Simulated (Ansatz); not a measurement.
Fluorite NiSi₂ was calculated with HSE06 (plane waves, PAW; Ansatz, a quantum-chemistry and plane-wave program).

Input file:

Ansatz 0.2 input:
```yaml
crystal:
  lattice:
    - [0.0, 2.699810717, 2.699810717]
    - [2.699810717, 0.0, 2.699810717]
    - [2.699810717, 2.699810717, 0.0]
  atoms:
    - { symbol: Si, position: [0.25, 0.25, 0.25] }
    - { symbol: Si, position: [0.75, 0.75, 0.75] }
    - { symbol: Ni, position: [0.0, 0.0, 0.0] }
basis:
  ecutwfc: 460
  ecutrho_ratio: 4
  xc_grid: 2
kpoints:
  mp_grid: { grid: [10, 10, 10] }
hamiltonian:
  xc: hse06
  dispersion: none
  pseudopotentials: { kind: paw }
scf:
  occupations: { method: fermi_dirac, width: 0.05 }
  convergence: { dr2_threshold: 0.0000000003 }
output:
  forces: true
  stress: true
  eigenvalues: true
```

Problem. How many irreducible k-points, plane waves at Γ does the program set up, and what pressure does the run end with?

Solution. 47 irreducible k-points, 893 plane waves at Γ; P = -1.37 GPa, so the cell is stretched on average and its volume would shrink at this level.

From the output:

```
WARN output.stress: scf.exx.energy_threshold = 1e-6 eV is looser than the 3e-8 eV advised for a stress under a hybrid functional (1e-8 eV for each atom of the …
Crystal: 3 atoms, lattice volume = 39.358 Å³
Basis set: ecut = 460 eV, 893 PW (Γ), exchange–correlation on 54×54×54 points (8 copies of the dense FFT grid, shifted against one another)
Bands: 17, of which v1, the nominal top of the filled ones, is band 13 counted from 1 (12 counted from 0)
Symmetry: 48 space group operations
Space group: Fm-3m (ITA 225), of the structure as read, at distance tolerance 3.4e-5 Å
k-points: 47 of 1000
SCF iter   1: F=—  HF=-7112.399353 eV  |F-HF|=—  |Δ(HF+E_count)|=         —  Δρ=1.25e-2  dr2=4.29e-2
SCF iter   2: F=—  HF=-7112.395914 eV  |F-HF|=—  |Δ(HF+E_count)|=   3.44e-3  Δρ=3.86e-3  dr2=5.17e-3
  ...
SCF 1 converged in 10 iterations: F = -7112.395867 eV  dr2 = 3.72e-11
Crystal: 3 atoms, lattice volume = 39.358 Å³
Initial density: handed on by an earlier stage of this run
Crystal: 3 atoms, lattice volume = 39.358 Å³
SCF iter   7: F=—  HF=-7111.313671 eV  |F-HF|=—  |Δ(HF+E_count)|=   9.37e-9  Δρ=1.65e-6  dr2=7.27e-10
SCF iter   8: F=-7111.313671 eV  HF=-7111.313671 eV  |F-HF|=1.09e-11  |Δ(HF+E_count)|=  1.71e-10  Δρ=3.06e-7  dr2=2.14e-10
SCF 3 converged in 8 iterations: F = -7111.313671 eV  dr2 = 2.14e-10
Free energy (F): -7111.313671 eV
Internal energy: -7111.306616 eV  (E = F + TS)
E sigma→0 (E₀):  -7111.310143 eV
Fermi energy:    13.362294 eV
--- Forces (eV/Å), atoms counted from 1 ---
  atom   1  Si    -0.00000000    -0.00000000     0.00000000
  atom   2  Si    -0.00000000     0.00000000    -0.00000000
  atom   3  Ni    -0.00000000     0.00000000    -0.00000000
--- Stress (GPa, compression-positive) ---
       -1.372929       0.000000      -0.000000
        0.000000      -1.372929      -0.000000
        0.000000      -0.000000      -1.372929
  P = ⅓ Tr σ = -1.3729 GPa (-13.729 kbar)
```

The cell is one volume of an energy–volume scan, off the minimum.

The PAW data were made under PBE.

Note: the run has no spin polarisation, so it can have missed a magnetic state. Note: the run warned that the count of filled bands differs between k points.
